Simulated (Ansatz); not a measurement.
## Random Si-Ge alloy, 4x4x4 cubic cells, lattice parameter by Vegard's rule

Prepared with Tersoff's 1989 multicomponent potential (SiCGe.tersoff) (LAMMPS): minimisation. Geometry as solved with PBE, support functions at accuracy medium on the grid of 370 eV (Ansatz, a quantum-chemistry and plane-wave program).

```xyz
512
Lattice="22.31 0.00 0.00 0.00 22.31 0.00 0.00 0.00 22.31" Properties=species:S:1:pos:R:3 pbc="T T T"
Si     0.03    -0.03     0.01
Si     1.36     1.40     1.39
Si     2.74     2.74     0.00
Ge     4.12     4.18     1.36
Ge     2.77     0.01     2.81
Si     4.17     1.39     4.24
Si    -0.02     2.80     2.73
Ge     1.39     4.18     4.17
Ge     0.04     0.02     5.60
Si     1.42     1.43     7.02
Si     2.78     2.76     5.59
Ge     4.17     4.17     6.99
Si     2.80     0.06     8.38
Si     4.18     1.40     9.79
Si     0.03     2.76     8.40
Si     1.41     4.16     9.75
Si    -0.03     0.00    11.17
Si     1.37     1.38    12.52
Si     2.75     2.75    11.14
Ge     4.14     4.15    12.58
Si     2.73    -0.01    13.91
Ge     4.17     1.34    15.32
Si     0.00     2.75    13.91
Ge     1.37     4.18    15.32
Si     0.02    -0.02    16.74
Si     1.36     1.34    18.15
Ge     2.78     2.77    16.79
Si     4.19     4.20    18.14
Si     2.75    -0.05    19.49
Ge     4.16     1.38    20.88
Si     0.01     2.77    19.49
Ge     1.39     4.19    20.90
Si    -0.04     5.57     0.04
Si     1.36     6.93     1.39
Ge     2.76     8.34    -0.01
Ge     4.18     9.76     1.44
Si     2.75     5.60     2.75
Ge     4.18     6.97     4.16
Ge    -0.01     8.33     2.82
Si     1.37     9.79     4.18
Si    -0.01     5.58     5.59
Si     1.35     6.93     7.00
Ge     2.72     8.37     5.60
Ge     4.17     9.78     7.02
Si     2.75     5.57     8.38
Si     4.15     6.95     9.72
Si    -0.01     8.32     8.37
Ge     1.38     9.78     9.73
Ge     0.02     5.57    11.16
Si     1.41     6.98    12.59
Ge     2.81     8.37    11.17
Si     4.21     9.79    12.57
Si     2.79     5.62    13.96
Si     4.20     6.97    15.33
Si     0.06     8.37    13.96
Si     1.47     9.74    15.30
Si    -0.01     5.55    16.76
Ge     1.44     6.96    18.10
Si     2.85     8.38    16.70
Si     4.17     9.78    18.12
Si     2.85     5.58    19.52
Si     4.19     6.99    20.87
Ge     0.01     8.35    19.58
Si     1.43     9.80    20.90
Ge     0.06    11.20     0.00
Si     1.42    12.60     1.43
Si     2.79    13.96     0.04
Si     4.18    15.38     1.34
Si     2.73    11.16     2.80
Ge     4.13    12.56     4.17
Si     0.02    13.99     2.76
Si     1.41    15.33     4.15
Si     0.03    11.16     5.57
Si     1.38    12.56     6.95
Si     2.73    13.96     5.58
Si     4.11    15.32     6.96
Si     2.78    11.24     8.38
Si     4.18    12.53     9.80
Si    -0.01    13.93     8.30
Ge     1.41    15.30     9.72
Si     0.04    11.17    11.18
Si     1.45    12.53    12.53
Si     2.82    13.92    11.17
Si     4.15    15.35    12.55
Si     2.81    11.16    13.95
Si     4.13    12.55    15.38
Ge     0.05    13.97    13.91
Si     1.43    15.36    15.37
Ge     0.06    11.14    16.71
Si     1.42    12.56    18.13
Si     2.78    13.96    16.76
Si     4.17    15.33    18.14
Si     2.78    11.15    19.48
Ge     4.17    12.58    20.89
Si     0.03    13.96    19.45
Ge     1.40    15.34    20.91
Si    -0.04    16.72    -0.01
Ge     1.41    18.09     1.37
Si     2.78    19.49    -0.08
Ge     4.18    20.87     1.35
Si     2.82    16.70     2.79
Si     4.14    18.13     4.16
Ge    -0.03    19.53     2.81
Si     1.40    20.89     4.21
Ge    -0.01    16.73     5.55
Si     1.40    18.14     6.96
Si     2.76    19.50     5.55
Ge     4.15    20.94     6.95
Si     2.76    16.73     8.31
Ge     4.17    18.06     9.76
Si     0.02    19.51     8.33
Ge     1.37    20.95     9.74
Ge    -0.01    16.72    11.17
Ge     1.39    18.13    12.64
Ge     2.80    19.54    11.19
Si     4.18    20.96    12.58
Si     2.81    16.71    13.99
Si     4.15    18.15    15.32
Si    -0.03    19.56    13.99
Si     1.39    20.93    15.34
Si     0.02    16.75    16.71
Ge     1.42    18.15    18.13
Si     2.80    19.55    16.69
Si     4.16    20.88    18.13
Si     2.84    16.73    19.52
Si     4.20    18.13    20.88
Si     0.00    19.55    19.53
Si     1.39    20.90    20.91
Si     5.57    -0.05    -0.06
Ge     6.94     1.34     1.35
Ge     8.36     2.79    -0.06
Ge     9.74     4.21     1.41
Ge     8.35    -0.09     2.79
Ge     9.77     1.35     4.21
Ge     5.54     2.77     2.81
Ge     6.97     4.24     4.19
Si     5.59     0.02     5.57
Si     6.94     1.39     7.01
Ge     8.36     2.80     5.63
Si     9.81     4.20     6.96
Si     8.36     0.06     8.38
Si     9.77     1.36     9.76
Si     5.57     2.75     8.40
Si     6.96     4.15     9.72
Si     5.54     0.04    11.22
Si     6.93     1.40    12.57
Ge     8.35     2.76    11.14
Si     9.74     4.16    12.52
Ge     8.36    -0.01    13.95
Si     9.76     1.39    15.36
Si     5.59     2.76    13.96
Si     6.93     4.14    15.35
Si     5.53    -0.05    16.77
Ge     6.93     1.40    18.11
Si     8.35     2.77    16.69
Ge     9.72     4.14    18.17
Ge     8.37    -0.01    19.56
Si     9.81     1.40    20.90
Si     5.56     2.84    19.51
Si     6.96     4.19    20.87
Ge     5.60     5.61    -0.02
Si     7.00     7.02     1.40
Si     8.36     8.37    -0.02
Si     9.73     9.72     1.40
Si     8.37     5.65     2.80
Si     9.77     6.98     4.19
Si     5.63     8.37     2.80
Si     7.02     9.75     4.14
Si     5.55     5.59     5.59
Ge     6.95     7.03     6.94
Si     8.40     8.39     5.53
Si     9.77     9.72     6.94
Ge     8.38     5.57     8.35
Si     9.77     6.99     9.72
Si     5.54     8.36     8.41
Si     6.89     9.75     9.76
Ge     5.56     5.56    11.11
Si     6.92     6.98    12.54
Ge     8.33     8.36    11.12
Ge     9.73     9.82    12.55
Ge     8.30     5.53    13.91
Ge     9.73     6.95    15.34
Si     5.54     8.35    13.92
Ge     6.90     9.82    15.31
Si     5.54     5.54    16.70
Ge     6.91     6.95    18.14
Ge     8.33     8.40    16.73
Ge     9.75     9.85    18.13
Si     8.34     5.58    19.56
Si     9.71     6.98    20.91
Si     5.53     8.39    19.52
Si     6.98     9.72    20.88
Ge     5.62    11.15    -0.02
Si     7.03    12.54     1.36
Si     8.33    13.98    -0.01
Ge     9.77    15.35     1.40
Si     8.37    11.13     2.75
Ge     9.77    12.52     4.18
Ge     5.58    13.94     2.70
Ge     7.00    15.35     4.16
Ge     5.61    11.14     5.55
Si     6.98    12.56     6.94
Si     8.35    13.92     5.58
Ge     9.70    15.35     6.98
Ge     8.32    11.10     8.33
Ge     9.71    12.54     9.79
Ge     5.55    13.94     8.37
Si     6.95    15.34     9.80
Si     5.57    11.15    11.17
Si     6.96    12.55    12.53
Si     8.30    13.95    11.16
Ge     9.76    15.32    12.55
Si     8.34    11.22    13.94
Si     9.76    12.55    15.32
Ge     5.55    13.94    13.96
Si     6.95    15.34    15.36
Si     5.51    11.20    16.76
Si     6.92    12.55    18.15
Ge     8.36    13.94    16.76
Si     9.75    15.38    18.15
Si     8.28    11.16    19.52
Ge     9.71    12.58    20.88
Si     5.58    13.99    19.50
Si     6.94    15.35    20.92
Si     5.56    16.76    -0.02
Si     6.95    18.12     1.39
Si     8.32    19.51     0.01
Si     9.74    20.84     1.37
Si     8.36    16.78     2.76
Si     9.76    18.15     4.08
Si     5.56    19.48     2.79
Si     6.89    20.89     4.18
Ge     5.51    16.72     5.58
Ge     6.99    18.10     7.00
Ge     8.37    19.52     5.52
Ge     9.76    20.97     6.98
Si     8.34    16.72     8.45
Si     9.72    18.09     9.82
Ge     5.58    19.55     8.39
Ge     7.00    20.97     9.83
Si     5.56    16.67    11.17
Ge     6.92    18.16    12.55
Si     8.40    19.53    11.19
Si     9.79    20.90    12.55
Ge     8.36    16.75    14.00
Si     9.79    18.15    15.37
Si     5.50    19.53    13.95
Ge     6.94    20.85    15.38
Ge     5.56    16.76    16.75
Si     6.99    18.13    18.16
Si     8.37    19.46    16.76
Ge     9.80    20.89    18.10
Si     8.33    16.71    19.53
Ge     9.74    18.12    20.91
Si     5.58    19.51    19.51
Si     6.95    20.87    20.92
Ge    11.15    -0.02     0.03
Si    12.60     1.36     1.40
Ge    13.94     2.80    -0.01
Si    15.33     4.17     1.45
Si    14.00     0.02     2.77
Si    15.37     1.39     4.18
Ge    11.20     2.77     2.78
Ge    12.60     4.22     4.21
Si    11.21     0.01     5.60
Si    12.60     1.40     6.91
Si    14.01     2.77     5.57
Si    15.35     4.17     6.95
Ge    13.99     0.03     8.35
Si    15.35     1.45     9.75
Ge    11.19     2.77     8.35
Si    12.61     4.16     9.74
Si    11.14     0.01    11.18
Si    12.58     1.37    12.51
Si    13.96     2.79    11.15
Si    15.37     4.12    12.53
Si    13.93    -0.01    13.93
Si    15.33     1.34    15.32
Ge    11.15     2.75    13.91
Ge    12.60     4.12    15.37
Si    11.17     0.02    16.70
Si    12.55     1.37    18.11
Si    13.97     2.68    16.74
Ge    15.33     4.13    18.15
Si    13.96     0.02    19.48
Si    15.33     1.40    20.87
Si    11.19     2.74    19.52
Si    12.53     4.17    20.87
Ge    11.17     5.61    -0.03
Si    12.56     6.97     1.43
Ge    13.93     8.38     0.02
Ge    15.38     9.81     1.44
Si    13.98     5.62     2.78
Si    15.35     6.97     4.19
Si    11.12     8.33     2.76
Ge    12.54     9.73     4.17
Si    11.15     5.60     5.59
Si    12.55     6.95     6.97
Si    13.94     8.31     5.57
Ge    15.34     9.77     6.94
Si    13.93     5.52     8.31
Ge    15.34     6.90     9.73
Si    11.14     8.34     8.32
Ge    12.52     9.79     9.71
Ge    11.15     5.55    11.10
Ge    12.57     6.96    12.55
Ge    13.97     8.40    11.14
Si    15.41     9.77    12.53
Ge    14.02     5.54    13.95
Si    15.36     7.02    15.32
Ge    11.15     8.38    13.96
Ge    12.57     9.78    15.41
Ge    11.18     5.56    16.78
Si    12.59     6.96    18.14
Si    13.95     8.31    16.75
Ge    15.33     9.72    18.14
Si    13.90     5.54    19.51
Ge    15.34     6.93    20.88
Ge    11.16     8.37    19.53
Si    12.53     9.77    20.95
Ge    11.14    11.16     0.04
Si    12.58    12.57     1.42
Si    13.98    13.92     0.04
Si    15.37    15.32     1.37
Si    13.93    11.18     2.80
Ge    15.37    12.58     4.16
Si    11.19    13.92     2.79
Si    12.55    15.29     4.16
Si    11.15    11.11     5.60
Ge    12.59    12.54     6.94
Si    13.97    13.99     5.56
Si    15.39    15.31     6.94
Si    13.98    11.18     8.36
Si    15.36    12.53     9.75
Ge    11.15    13.95     8.37
Ge    12.58    15.36     9.81
Si    11.14    11.17    11.15
Ge    12.55    12.56    12.54
Si    13.99    13.91    11.13
Ge    15.37    15.30    12.55
Ge    14.02    11.16    13.96
Si    15.34    12.62    15.36
Si    11.13    13.92    13.96
Ge    12.50    15.32    15.39
Si    11.16    11.24    16.73
Si    12.53    12.61    18.11
Si    13.96    13.95    16.77
Si    15.36    15.32    18.12
Ge    13.90    11.19    19.55
Si    15.34    12.57    20.95
Si    11.14    13.97    19.48
Ge    12.55    15.31    20.94
Si    11.17    16.76     0.01
Si    12.55    18.14     1.36
Si    13.98    19.50     0.04
Si    15.34    20.89     1.42
Ge    13.93    16.70     2.75
Ge    15.39    18.10     4.17
Si    11.16    19.50     2.72
Ge    12.55    20.94     4.13
Ge    11.12    16.73     5.49
Ge    12.54    18.13     6.94
Ge    14.00    19.56     5.58
Si    15.43    20.95     6.97
Ge    14.00    16.72     8.34
Ge    15.36    18.22     9.76
Ge    11.11    19.49     8.42
Ge    12.56    20.92     9.82
Si    11.15    16.78    11.18
Si    12.50    18.17    12.55
Si    13.94    19.53    11.23
Si    15.33    20.90    12.59
Ge    13.90    16.75    13.93
Ge    15.34    18.16    15.36
Si    11.15    19.54    13.97
Si    12.54    20.94    15.32
Si    11.12    16.77    16.78
Si    12.54    18.15    18.10
Si    13.89    19.57    16.73
Si    15.29    20.94    18.09
Ge    13.97    16.76    19.50
Si    15.34    18.13    20.97
Si    11.19    19.49    19.50
Ge    12.60    20.88    20.89
Ge    16.70     0.03     0.01
Si    18.09     1.46     1.41
Si    19.51     2.79     0.03
Si    20.89     4.18     1.40
Ge    19.49    -0.01     2.76
Ge    20.90     1.44     4.18
Si    16.73     2.80     2.82
Si    18.11     4.18     4.20
Si    16.76     0.01     5.56
Si    18.12     1.39     6.97
Si    19.46     2.79     5.59
Ge    20.93     4.14     6.97
Si    19.50     0.03     8.38
Si    20.94     1.36     9.74
Si    16.71     2.78     8.33
Ge    18.10     4.18     9.74
Ge    16.72    -0.01    11.15
Si    18.11     1.38    12.57
Ge    19.54     2.75    11.16
Si    20.95     4.14    12.55
Ge    19.53    -0.01    13.96
Si    20.99     1.37    15.33
Si    16.70     2.72    13.92
Ge    18.10     4.15    15.29
Si    16.71    -0.05    16.69
Ge    18.11     1.34    18.12
Ge    19.58     2.77    16.72
Si    20.96     4.17    18.13
Si    19.56    -0.03    19.49
Ge    20.92     1.39    20.92
Si    16.75     2.76    19.56
Si    18.14     4.12    20.93
Ge    16.75     5.51     0.03
Ge    18.16     6.97     1.47
Si    19.53     8.34     0.01
Ge    20.88     9.78     1.40
Si    19.55     5.52     2.84
Si    20.90     6.91     4.21
Si    16.74     8.39     2.86
Si    18.14     9.77     4.19
Si    16.73     5.57     5.57
Si    18.14     6.97     6.89
Si    19.50     8.33     5.51
Ge    20.92     9.71     6.93
Ge    19.53     5.63     8.35
Si    20.91     7.01     9.78
Ge    16.79     8.35     8.35
Si    18.13     9.76     9.80
Si    16.72     5.54    11.18
Si    18.10     6.97    12.49
Si    19.50     8.36    11.14
Ge    20.94     9.75    12.55
Ge    19.53     5.58    13.87
Ge    20.94     6.99    15.37
Si    16.73     8.34    13.89
Ge    18.14     9.73    15.30
Ge    16.73     5.62    16.74
Si    18.15     6.99    18.15
Si    19.50     8.35    16.75
Ge    20.88     9.76    18.14
Ge    19.54     5.56    19.54
Si    20.91     6.95    20.99
Si    16.76     8.34    19.52
Ge    18.12     9.76    20.94
Si    16.75    11.22     0.02
Si    18.14    12.57     1.41
Si    19.53    13.96     0.06
Si    20.91    15.36     1.40
Si    19.47    11.17     2.79
Ge    20.91    12.56     4.18
Si    16.77    13.99     2.76
Si    18.15    15.33     4.18
Si    16.78    11.17     5.56
Si    18.11    12.57     6.95
Si    19.49    13.95     5.58
Si    20.91    15.29     6.94
Ge    19.49    11.15     8.35
Ge    20.95    12.56     9.77
Si    16.72    13.92     8.35
Si    18.10    15.31     9.71
Si    16.74    11.16    11.15
Si    18.09    12.52    12.57
Ge    19.48    13.96    11.18
Si    20.89    15.35    12.57
Si    19.51    11.16    13.90
Ge    20.91    12.54    15.30
Si    16.76    13.92    13.98
Si    18.10    15.36    15.32
Ge    16.71    11.18    16.71
Ge    18.11    12.58    18.19
Ge    19.52    14.00    16.74
Si    21.00    15.36    18.09
Si    19.52    11.17    19.55
Ge    20.91    12.61    20.89
Si    16.68    13.96    19.56
Ge    18.11    15.34    20.96
Si    16.72    16.77     0.04
Si    18.12    18.10     1.43
Ge    19.55    19.47     0.02
Si    20.93    20.94     1.37
Si    19.51    16.72     2.79
Si    20.84    18.12     4.17
Si    16.76    19.53     2.77
Si    18.10    20.90     4.18
Si    16.77    16.69     5.58
Si    18.09    18.13     6.93
Si    19.46    19.49     5.54
Ge    20.86    20.89     6.97
Ge    19.50    16.71     8.31
Ge    20.90    18.17     9.75
Si    16.80    19.57     8.33
Si    18.16    20.93     9.74
Ge    16.79    16.76    11.15
Si    18.15    18.20    12.55
Si    19.52    19.58    11.16
Si    20.93    20.90    12.54
Ge    19.53    16.79    13.97
Si    20.94    18.17    15.38
Si    16.76    19.55    13.94
Si    18.13    20.88    15.36
Si    16.72    16.68    16.72
Ge    18.13    18.11    18.08
Si    19.54    19.54    16.73
Si    20.93    20.91    18.11
Ge    19.59    16.72    19.52
Si    20.98    18.13    20.91
Ge    16.67    19.52    19.50
Ge    18.15    20.92    20.90
```
